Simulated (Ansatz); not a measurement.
Consider the following.

```
Ge
1.0
    4.01840     0.00000     0.00000
   -2.00920     3.48004     0.00000
    0.00000     0.00000     6.36653
Ge
4
Direct
  0.33333   0.66667   0.99740
  0.66667   0.33333   0.49740
  0.33333   0.66667   0.37760
  0.66667   0.33333   0.87760
```

Level of theory: r2SCAN with spin-orbit coupling, rigid bands (plane waves, PAW; Ansatz, a quantum-chemistry and plane-wave program). Condition of this run: uniaxial stress along c of 5.6 GPa (compression positive) (the target of the relaxation). Cell: cell and atoms relaxed with PBEsol, then loaded as said.

Question: Is this a good metal at this level?

Answer: No. No gap is resolved, and few carriers conduct, as in a semimetal or a zero-gap semiconductor. N(E_F) = 0.090 states/eV a cell at 300 K and the Drude plasma energy along the best axis is 0.95 eV, several times under that of a simple or noble metal.
